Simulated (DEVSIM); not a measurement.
System: abrupt InP n-p junction, at 400 K.

| layer (left to right) | material | thickness (μm) | Nd (cm⁻³) | Na (cm⁻³) | τn (s) | τp (s) |
|---|---|---|---|---|---|---|
| 1 | InP | 98.0 | 1.2e16 | - | 1.1e-9 | 1.1e-9 |
| 2 | InP | 6.10 | - | 5e16 | 1.1e-9 | 1.1e-9 |

Left contact: ohmic. Right contact: ohmic. Voltage is applied to the left contact. Recombination: SRH at mid-gap, Auger. Mobility is μmin + (μ − μmin)/(1 + (N/Nref)^α).

The device is made up for the run: typed textbook-type constants, with dimensions and the other settings drawn at random. Values at 300 K; Nc and Nv go as T^1.5, mobilities as T to minus their exponent, the gap by Varshni's rule with the affinity fixed.

```csv
parameter,InP
gap (eV),1.344
affinity (eV),4.38
permittivity,12.5
Nc (cm⁻³),5.7e17
Nv (cm⁻³),1.1e19
μn (cm²/Vs),5200
μp (cm²/Vs),170
"μn,min",400
"μp,min",10
"Nref,n",3e17
"Nref,p",4.9e17
αn,0.47
αp,0.62
T exponent of μn,2
T exponent of μp,2
Cn (cm⁶/s),9e-31
Cp (cm⁶/s),9e-31
Varshni α (eV/K),0.000363
Varshni β (K),162
```

DEVSIM, 1D drift-diffusion, Boltzmann statistics, complete ionisation; no tunnelling, impact ionisation, image-force lowering or self-heating.

The doping Na of layer 2 was swept, all else fixed.

| doping Na of layer 2 (cm^-3) | potential step across the device at zero bias (V) | dark forward voltage at 100 A/cm² (V) | dark forward voltage at 1 A/cm² (V) | largest field in the device at zero bias (V/cm) |
|---|---|---|---|---|
| 1.5e15 | 0.842 | 1.333 | 0.627 | 17000 |
| 5e15 | 0.883 | 1.218 | 0.660 | 29000 |
| 1.5e16 | 0.921 | 1.168 | 0.690 | 41000 |
| 5e16 | 0.963 | 1.148 | 0.715 | 50000 |
| 1.5e17 | 1.000 | 1.145 | 0.727 | 55000 |
| 5e17 | 1.042 | 1.144 | 0.732 | 65000 |
| 1.5e18 | 1.080 | 1.143 | 0.733 | 89000 |

From the first row to the last the potential step across the device at zero bias goes from 0.842 to 1.080. From the first row to the last the dark forward voltage at 100 A/cm² goes from 1.333 to 1.143.
